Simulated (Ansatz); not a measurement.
MgO under load (space group R-3m), r2SCAN, rigid bands in Ansatz (an electronic-structure program). Condition of this run: uniaxial stress along [111] of -2 GPa (compression positive) (the target of the relaxation). Band gap 5.62 eV, N_c = 5.44e18 cm⁻³ and N_v = 1.97e20 cm⁻³ at 300 K, conductivity masses of 0.372 mₑ (electrons) and 2.19 mₑ (holes). Take k_BT = 0.02585 eV.

Problem. Find the intrinsic carrier density and the intrinsic Fermi level.

Solution. n_i = √(N_c N_v) exp(−E_g/2k_BT) = 3.27e19 × exp(−108.70) = 2.0e-28 cm⁻³. The level lies (k_BT/2) ln(N_v/N_c) = 46 meV from mid-gap (positive towards the conduction band). Each 0.1 eV added to the gap lowers n_i by a factor of 6.9.

Problem. What thermal injection velocity √(2k_BT/πm) limits a ballistic channel?

Solution. 8.82e6 cm/s for electrons and 3.64e6 cm/s for holes, a ratio of √(m_h/m_e) = 2.43, for dilute carriers.

Problem. A film of it is 2 nm thick. Estimate the confinement energies in an infinite well.

Solution. ħ²π²/(2m t²) = 0.376 eV·nm²/(m/mₑ × t²) gives 253 meV for electrons and 42.9 meV for holes, so the gap would widen to about 5.92 eV. Finite barriers and nonparabolic bands lower this, and with several valleys or bands the heaviest mass along the normal sets the lowest level, not this average.

Rigid bands with the computed gap; masses take one relaxation time for all states. Spin-orbit coupling is left out.
